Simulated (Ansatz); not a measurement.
The starting structures come from a database of crystals and need not be the phases stable at ambient conditions.

 Where the default PAW files enter, the runs use the earlier of Ansatz's two default sets.

The decay constant κ of evanescent states in the gap governs leakage through a thin film.

Consider the following.

```
B
1.0
    5.04246     0.00000     0.00000
    0.28402     7.02424     0.00000
   -2.37922     3.51212     2.44919
B
12
Direct
  0.33574   0.99003   0.00000
  0.66426   0.00997   0.00000
  0.33574   0.99003   0.35568
  0.66426   0.00997   0.64432
  0.98006   0.34571   0.64432
  0.01994   0.65429   0.35568
  0.14780   0.77944   0.00000
  0.85220   0.22056   0.00000
  0.14780   0.77944   0.58892
  0.85220   0.22056   0.41108
  0.55888   0.36836   0.41108
  0.44112   0.63164   0.58892
```

Space group of this cell: R-3m. The cell is taken as given.

Transport runs along the normal of the first two printed cell vectors, the (110) plane of the conventional cell.

The gap is the functional's own, uncorrected, and κ follows it; spin-orbit coupling is left out. Mid-gap values are interpolated between the computed energies.

Q: State the band gap and the smallest decay constant κ at mid-gap according to r2SCAN in Ansatz (a first-principles code).

A: Gap 1.59 eV on a 12×12×12 mesh; κ = 0.178 1/Å, at (0.500, 0.500) of the in-plane reciprocal vectors. At the zone centre, at the nearest computed energy, the slowest state has κ = 0.24 1/Å.
